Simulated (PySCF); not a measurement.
PySCF 2.14.0, unrestricted BP86/def2-svp, df: Co(F)(NMe2)(OH2)2 (C[N](C)[Co](<-[OH2])(<-[OH2])[F]), charge 0, multiplicity 4, 17 atoms. The geometry is a generated start, not checked to be a minimum at this level.

```yaml
task: energy
method: bp86
basis: def2-svp
two_electron_scheme: density fitting
mol.max_memory: 3000 MB
mf.max_cycle: 100
mf.init_guess: minao (default)
mf.DIIS: CDIIS (default)
mf.diis_space: 8 (default)
mf.conv_tol: 1e-09 (default)
mf.grids.level: 3 (default)
basis_functions: 165
grid_points: 203552
```

```xyz
17

Co     0.1333     0.4037    -0.8710
F      0.7358     0.8859    -2.4875
N      0.4559    -0.1773     0.8154
C      1.6762    -0.6667     1.3956
C     -0.6077    -0.1576     1.7861
H      1.9955    -0.0324     2.2362
H      1.5384    -1.6856     1.7898
H      2.4720    -0.6836     0.6523
H     -0.7975    -1.1673     2.1779
H     -0.3425     0.4829     2.6402
H     -1.5245     0.2209     1.3382
O     -0.9396    -1.2874    -2.1366
H     -0.4827    -2.1009    -1.9049
H     -0.5374    -0.9637    -2.9526
O     -1.4004     2.1280    -1.1823
H     -1.5666     1.9158    -2.1070
H     -0.8084     2.8854    -1.1898
```

Charge 0 and multiplicity 4 are set for this test and not shown to be the ground state.

One run each on 2 threads, 1 BLAS thread. Values of level_shift (Hartree) tried: 0 (default), 0.1, 0.3, 1.

Q: How does the count of Fock builds change with level_shift (Hartree), and where is it least?

A: Fewest Fock builds: 0 (default) with 82. The run ends without SCF convergence in 100 cycles at 0.1, 0.3, 1.

```json
[
 {"level_shift (Hartree)": "0 (default)", "Fock builds": "82", "end": "same solution"},
 {"level_shift (Hartree)": "0.1", "Fock builds": "101", "end": "no convergence"},
 {"level_shift (Hartree)": "0.3", "Fock builds": "101", "end": "no convergence"},
 {"level_shift (Hartree)": "1", "Fock builds": "101", "end": "no convergence"}
]
```
